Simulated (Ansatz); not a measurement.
## MoS2: pressure series

Take MoS2 in the 3R-MoS2 type structure (space group R3m, No. 160; a = 3.1754 Å, c = 18.5860 Å (hexagonal axes); layered, stacked along the Cartesian z axis) as the base.

Cell and atoms are relaxed at each pressure.

Calculations: Kohn–Sham DFT with the r2SCAN+rVV10 functional, run in Ansatz (a first-principles code) with PAW and 500 eV plane waves, no spin-orbit coupling, earlier PAW set.

```
variant           lattice parameter a  band gap  c/a ratio
----------------  -------------------  --------  ---------
base                          3.175 Å   1.02 eV      5.853
pressure −1 GPa               3.183 Å   1.10 eV      6.003
pressure 3 GPa                    [?]   0.80 eV      5.650
pressure 7 GPa                    [?]   0.61 eV      5.523
pressure 15 GPa                   [?]   0.33 eV      5.400
pressure 30 GPa               3.014 Å      zero      5.301
pressure 50 GPa               2.941 Å      zero      5.252
pressure 75 GPa                   [?]      zero      5.258
pressure 100 GPa              2.798 Å      zero      5.293
```

Task: Some entries are withheld; estimate them.

Result: 
- pressure 3 GPa, lattice parameter a: 3.154 Å
- pressure 7 GPa, lattice parameter a: 3.128 Å
- pressure 15 GPa, lattice parameter a: 3.083 Å
- pressure 75 GPa, lattice parameter a: 2.863 Å

The mesh was chosen for an insulator and is coarse for the gapless case. Load acts through the strain it causes; cell and atoms are relaxed under it. No phonon test of stability was made. No other phases were tried under pressure. The final runs are not spin-polarised. A zero or small gap of MoS2 under pressure 30 GPa and MoS2 under pressure 50 GPa can be the functional's error rather than a property of the material.
